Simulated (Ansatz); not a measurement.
An Ansatz (an electronic-structure program) run: Li with a change (biaxial strain −3.00 %, plane normal [001], relaxed out of plane); PBEsol (Ansatz, PAW, without spin-orbit coupling).

Input:

Ansatz 0.2 input:
```yaml
crystal:
  lattice:
    - [3.3312522897, 0, 0]
    - [0, 3.3312522897, 0]
    - [1.6656261448, -1.6656261448, 1.7428974608]
  atoms:
    - { symbol: Li, position: [0, 0, 0] }
basis: { ecutwfc: 420, ecutrho_ratio: 4, xc_grid: 2, fft_grid_basis: typed }
kpoints: { mp_grid: { grid: [27, 27, 27] } }
hamiltonian:
  xc: pbesol
  dispersion: none
  pseudopotentials: { kind: paw }
scf: { occupations: { method: fermi_dirac, width: 0.1 } }
relax: { f_tol: 0.005, max_steps: 50, cell: { stress_tol: 0.01, fix: [a, b, gamma] } }
output: { forces: true, stress: true }
checkpoint: { write: state.ck, write_every: 1000 }
```

Output (explanatory and most iteration lines left out):

```
Relaxation: its limit of steps is 50 (relax.max_steps)
Pseudopotential: Li, paw, valence charge 3
Crystal: 1 atoms, lattice volume = 19.341 Å³
Basis set: ecut = 420 eV, 377 PW (Γ), exchange–correlation on 48×48×40 points (8 copies of the dense FFT grid, shifted against one another)
Bands: 6, of which v1, the nominal top of the filled ones, is band 2 counted from 1 (1 counted from 0)
Symmetry: 16 space group operations
Space group: I4/mmm (ITA 139), of the structure as read, at distance tolerance 2.7e-5 Å
k-points: 1470 of 19683
Functional: x = pbesol(κ = 0.804, μ = 0.12345679012345678), c = pbesol(β = 0.046)
SCF iter   1: F=—  HF=-203.004199 eV  |F-HF|=—  |Δ(HF+E_count)|=         —  Δρ=1.48e-3  dr2=1.38e-4  ethr=1.77e-3  ⟨swp⟩=4.0  Hψ=67723  notcnv=0
SCF iter   2: F=—  HF=-203.003702 eV  |F-HF|=—  |Δ(HF+E_count)|=   4.97e-4  Δρ=5.68e-4  dr2=1.97e-5  ethr=4.61e-6  ⟨swp⟩=2.2  Hψ=22278  notcnv=0
SCF 1 converged in 6 iterations: F = -203.003616 eV  dr2 = 8.55e-17
relax step   1: F+E_penalty+E_count = -203.00361594 eV  Δ(F+E_penalty+E_count) = +0.000e0 eV  max|allowed force component| = 0.000e0 eV/Å  Δτ_max = 0.0000 Å  P = +0.682 GPa  Ω = 19.341 Å³  fix = [a, b, gamma]  reactions: a +0.691, b +0.691 GPa  (6 SCF iters, dr2 threshold 1.00e-7 eV, accepted)
[... steps on the carried basis left out ...]
relax step   5: F+E_penalty+E_count = -203.00540725 eV  Δ(F+E_penalty+E_count) = +4.856e-8 eV  max|allowed force component| = 0.000e0 eV/Å  Δτ_max = 0.0000 Å  P = -0.000 GPa  Ω = 20.253 Å³  energy of the carried Pulay correction = -2.119e-5 eV  fix = [a, b, gamma]  reactions: a -0.001, b -0.001 GPa  (4 SCF iters, accepted)
Crystal: 1 atoms, lattice volume = 20.253 Å³
SCF iter   1: F=—  HF=-203.005455 eV  |F-HF|=—  |Δ(HF+E_count)|=         —  Δρ=1.38e-4  dr2=8.50e-8  ethr=3.03e-9  ⟨swp⟩=3.0  Hψ=94564  notcnv=0
SCF iter   2: F=—  HF=-203.005430 eV  |F-HF|=—  |Δ(HF+E_count)|=   2.48e-5  Δρ=6.89e-5  dr2=2.14e-8  ethr=2.83e-9  ⟨swp⟩=2.0  Hψ=10356  notcnv=0
SCF 6 converged in 4 iterations: F = -203.005422 eV  dr2 = 5.92e-14
SCF converged after 4 iterations
Free energy (F): -203.005422 eV
Internal energy: -202.989450 eV  (E = F + TS)
E sigma→0 (E₀):  -202.997436 eV
Entropy (-TS):   -0.015973 eV (-15.973 meV/atom)
Fermi energy:    1.027389 eV
--- Forces (eV/Å), atoms counted from 1 ---
  atom   1  Li    -0.00000000     0.00000000     0.00000000
--- Stress (GPa, compression-positive) ---
       -0.001283       0.000000       0.000000
        0.000000      -0.001283      -0.000000
        0.000000      -0.000000      -0.002021
  P = ⅓ Tr σ = -0.0015 GPa (-0.015 kbar)
--- Relaxed structure (5 steps of the walk, 5 accepted, 1 SCFs on fresh bases) ---
  cell:  # Å, volume = 20.2528 Å³
    - [3.3312522897, 3.4272645731623547e-22, 4.7783285553204524e-11]
    - [3.427264571730834e-22, 3.3312522897, -4.7783285543224596e-11]
    - [1.6656261448238219, -1.6656261448238219, 1.8250290880833053]
  atoms:
    - { symbol: Li, position: [0.0, 0.0, 0.0] }
```

Stability against distortions was not tested. The cell was made from Li in the bcc (W type) structure (space group Im-3m, No. 229) by this change: biaxial strain −3.00 %, plane normal [001], relaxed out of plane.
